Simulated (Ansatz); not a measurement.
B20 (FeSi-type) MnSi was calculated with revPBE (Ansatz, a first-principles code, PAW).

Numerical settings: plane-wave cutoff 520 eV, 12×12×12 k mesh, Fermi–Dirac smearing 0.05 eV, spin-polarised with parallel moments, scalar-relativistic PAW data made under PBE.

Shape and atoms are relaxed at each volume.

Pressure at four volumes; x = ln(V/11.684 Å³). One pressure is withheld.

| V (Å³/atom) | x | P (GPa) |
|---|---|---|
| 11.217 | -0.0408 | 8.91 |
| 11.684 | 0.0000 | 0.00 |
| 11.918 | 0.0198 | -3.79 |
| 12.152 | 0.0393 | ? |

Q: Pass a parabola P(x) through the three rows shown, estimate the bulk modulus and its pressure derivative near zero pressure, and predict the withheld pressure.

A: Slopes between the rows: (0.00 − (8.91))/(0.0000 − (-0.0408)) = -218.38 and (-3.79 − (0.00))/(0.0198 − (0.0000)) = -191.41 GPa. Their difference over the span 0.0606 is c = 26.97/0.0606 = 445.0 GPa, so P(x) = 8.91 + (-218.38)(x − (-0.0408)) + 445.0 (x − (-0.0408))(x − (0.0000)). At the middle row B = −dP/dx = −[-218.38 + 445.0 × 0.0408] = 200.2 GPa, and B′ = dB/dP = 2c/B = 4.4. At x = 0.0393 the parabola gives -7.18 GPa; the run gives -7.18 GPa. The Birch–Murnaghan fit to the energies at all volumes has B0 = 200 GPa and B′ = 4.4.

Measured, for comparison: bulk modulus 167 GPa (room temperature, no zero-point or thermal correction; as tabulated in Study of the compressibility of FeSi, MnSi, and CoS2 (JETP Letters), abstract). Computed (rounded) less measured: bulk modulus +20 %.

Note: the collinear magnetic order is the start's and need not be the measured one; the bulk modulus comes from volumes at which shape and atoms were relaxed.
